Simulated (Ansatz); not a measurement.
## Point defect Sb on the Ga site (broken-bond start) in zinc-blende GaSb

Computed with PBE, PAW (plane waves to 420 eV; Ansatz, a program for electronic structure). A supercell of 64 sites (2×2×2 repeats of a cell of 8 atoms) was used; the energies come from a 2×2×2 shifted sampling of its zone. Sites at the start: the Ga site; started 0.95 Å off site, one bond broken. A cell of this size leaves errors of a few tenths of an eV. PBE closes or nearly closes this host's gap, so even the neutral cell can hold carriers in host bands. Spin–orbit coupling is left out, which matters for these heavy elements. Each state is the lowest found from its start.

Formation energies E_f are those of the neutral cell. Chemical conditions: Ga-rich (Δμ(Ga) = 0.00 eV, Δμ(Sb) = -0.32 eV; only phases computed here count, gases as isolated molecules at 0 K); Sb-rich (Δμ(Ga) = -0.32 eV, Δμ(Sb) = 0.00 eV; only phases computed here count, gases as isolated molecules at 0 K). Reference phases: Ga: alpha gallium, Sb: rhombohedral Sb.

In at least one state atoms left their starting sites on relaxation (a large move, or an atom on the emptied site), so the name describes the start.

```
charge         moment (μB)  largest move off a lattice site (Å)  E_f, Ga-rich (eV)  E_f, Sb-rich (eV)  above the lowest spin state (eV)
------  ------------------  -----------------------------------  -----------------  -----------------  --------------------------------
0       not spin-polarised                                 1.56               2.19               1.54                              0.00
0                      0.0                                 1.56               2.19               1.54                              0.00
```

Starting moments that weren't kept: charge 0 began with 2 μB and ended with 0.0.

Not the lowest form: the same atoms on another site or from another start ended lower, by 0.44 eV at charge 0.
